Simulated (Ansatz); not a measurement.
## CaSe: pressure −2 GPa

Consider CaSe in the rock salt structure (space group Fm-3m, No. 225; a = 5.958 Å).

One thing is altered: hydrostatic tension (pressure −2 GPa).

Computed with DFT with PBE, PAW potentials and a 420 eV plane-wave cutoff in Ansatz (a first-principles code), no spin-orbit coupling. Settings: 10×10×10 k-points, 0.05 eV Fermi–Dirac smearing.

```csv
quantity,base,changed,shift
lattice parameter a,5.958 Å,6.050 Å,+0.092 Å
shortest interatomic distance,2.979 Å,3.025 Å,+0.046 Å
band gap,2.08 eV,2.18 eV,+0.10 eV
gap character,"indirect, Γ → X","indirect, Γ → X",–
smallest direct gap,3.00 eV,3.00 eV,0.00 eV
mean gap deformation potential ΔEg/Δln V,–,+2.1 eV,–
width of the top valence band,1.62 eV,1.53 eV,-0.095 eV
electron mass,"1.4 mₑ along k, 0.29 mₑ across (at X)","1.5 mₑ along k, 0.31 mₑ across (at X)",–
"hole mass (degenerate bands, along [100])","0.18, 0.99, 0.99 mₑ (at Γ)","0.18, 1.0, 1.0 mₑ (at Γ)",–
"valley order (the lowest conduction-band minima on the path, energy above the VBM, named in the base's zone)",X along ⟨100⟩ 2.08 eV; Γ 3.23 eV,X along ⟨100⟩ 2.18 eV; Γ 3.00 eV,–
```

Cost of the whole job for the changed cell (relaxation, final SCF and bands): around 6 core-seconds (rough).

Load acts through the strain it causes; cell and atoms are relaxed under it. Effective masses come from finite differences of ±0.01 Å⁻¹. Along k means along the line from Γ to the band edge. Whether these cells are dynamically stable was not tested.
